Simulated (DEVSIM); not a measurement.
System: n-channel Ge planar bulk MOSFET with SiON, at 300 K.

| Property | Value |
|---|---|
| Gate length | 30 nm |
| Source drain length | 24 nm |
| Dielectric thickness | 1 nm |
| Lateral straggle | 1.7 nm |
| Underlap | 0 nm |
| Junction depth | 7.8 nm |
| Substrate depth | 149 nm |
| Gate work function | 4 eV |
| Source and drain doping | 7e19 cm⁻³, Gaussian tails under the gate |
| Body doping | 2.3e18 cm⁻³ |
| Lifetime | 2e-8 s |
| Supply | 0.8 V |

All mobilities are scaled by 0.15; velocity saturation, μ/(1 + (μE/vsat)^b)^(1/b) with b = 2 for electrons and 1 for holes and E the electric field along each mesh edge, is on. Mobility is μmin + (μ − μmin)/(1 + (N/Nref)^α).

Constants are typed, rounded textbook-type inputs, not results; the design itself was drawn at random and stands for no fabricated device. Values at 300 K.

Ge: gap (eV) 0.664, affinity (eV) 4, permittivity 16, Nc (cm⁻³) 1.04e19, Nv (cm⁻³) 6e18, μn (cm²/Vs) 3900, μp (cm²/Vs) 1900, μn,min 150, μp,min 100, Nref,n 2.6e17, Nref,p 4e17, αn 0.56, αp 0.6, vsat,n (cm/s) 6.5e6, vsat,p (cm/s) 6e6. SiON: gap (eV) 7, affinity (eV) 1.4, permittivity 5.5.

Model (solved in DEVSIM): 2D drift-diffusion, Boltzmann statistics, complete ionisation; no quantum confinement, tunnelling, impact ionisation, self-heating, contact resistance or fringe fields beside the gate. Metal contacts follow the ideal Schottky-Mott rule: no Fermi-level pinning, no interface dipoles.

Transfer curves, |Id| in μA/μm:

| Vg (V) | Vd = 0.05 V | Vd = 0.8 V |
|---|---|---|
| -0.24 | 0.0002844 | 0.001091 |
| -0.2 | 0.0009091 | 0.003454 |
| -0.16 | 0.002927 | 0.01103 |
| -0.12 | 0.009469 | 0.03543 |
| -0.08 | 0.03068 | 0.1140 |
| -0.04 | 0.09923 | 0.3653 |
| 0 | 0.3183 | 1.153 |
| 0.04 | 0.9988 | 3.498 |
| 0.08 | 2.976 | 9.767 |
| 0.12 | 7.954 | 23.65 |
| 0.16 | 17.81 | 48.00 |
| 0.2 | 32.46 | 82.86 |
| 0.24 | 49.54 | 126.4 |
| 0.28 | 66.53 | 176.5 |
| 0.32 | 82.09 | 231.5 |
| 0.36 | 95.81 | 290.3 |
| 0.4 | 107.7 | 351.9 |
| 0.44 | 118.1 | 415.8 |
| 0.48 | 127.0 | 481.3 |
| 0.52 | 134.9 | 548.0 |
| 0.56 | 141.8 | 615.7 |
| 0.6 | 147.9 | 683.9 |
| 0.64 | 153.3 | 752.5 |
| 0.68 | 158.2 | 821.1 |
| 0.72 | 162.6 | 889.6 |
| 0.76 | 166.5 | 957.5 |
| 0.8 | 170.1 | 1025 |

Task: Work out the subthreshold swing at low drain bias from the rows at -0.12 and -0.08 V, and compare it with the thermal limit.

Result: log10(0.03068/0.009469) = 0.511 over 40.0 mV, so S = 78.3 mV/decade. The limit kT/q ln 10 is 59.5 mV/decade; the ratio is 1.32. This is the steepest step of the table.

Task: Find both thresholds at the constant current 0.1 μA × (1 μm/L) a micrometre, and the DIBL.

Result: The current is 3.33 μA/μm. Interpolating ln Id gives 0.085 V and 0.038 V; their difference over the 0.75 V of drain bias is 62 mV/V.

Source and drain are degenerate, where Boltzmann statistics are only rough. The electric field that drives the saturation includes the junctions' built-in field, which lowers the mobility there even at small currents: subthreshold currents come out too low, a known weakness of this choice.
